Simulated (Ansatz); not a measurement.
The starting structures come from a database of crystals and need not be the phases stable at ambient conditions.

 Where the default PAW files enter, the runs use the earlier of Ansatz's two default sets.

Tunnelling through a barrier is set by its complex band structure: the current falls as exp(−2κd) with the smallest κ.

Data:

```xyz
16
Lattice="3.8049 0.0000 0.0000 0.0000 7.5642 0.0000 0.0000 0.0000 7.7185" Properties=species:S:1:pos:R:3 pbc="T T T"
W      3.6888     1.8129     5.7092
W      0.1161     1.9692     1.8499
W      3.6888     5.7513     2.0094
W      0.1161     5.5950     5.8686
O      1.8761     1.8724     5.7698
O      1.9288     1.9097     1.9106
O      1.8761     5.6918     1.9487
O      1.9288     5.6545     5.8080
O      3.8020     5.6763     3.8827
O      0.0029     3.7591     5.7922
O      3.8020     1.8879     3.8358
O      0.0029     3.8051     1.9264
O      0.0029     5.6700     0.0235
O      3.8020     0.0230     1.9329
O      0.0029     1.8942     7.6951
O      3.8020     7.5412     5.7857
```

Space group of this cell: P2_12_12. The cell is strained (lengths across the current scaled by 0.98, ions clamped); by PBEsol its mean pressure is -1.9 GPa.

Transport runs along the normal of the first two printed cell vectors.

The gap is the functional's own. No spin-orbit coupling. Mid-gap values are interpolated on the energy grid.

Question: State the band gap and the smallest decay constant κ at mid-gap according to PBEsol run with Ansatz (a program for electronic structure).

Answer: Gap 0.79 eV on a 8×4×4 mesh; κ = 0.125 1/Å, at the zone centre.
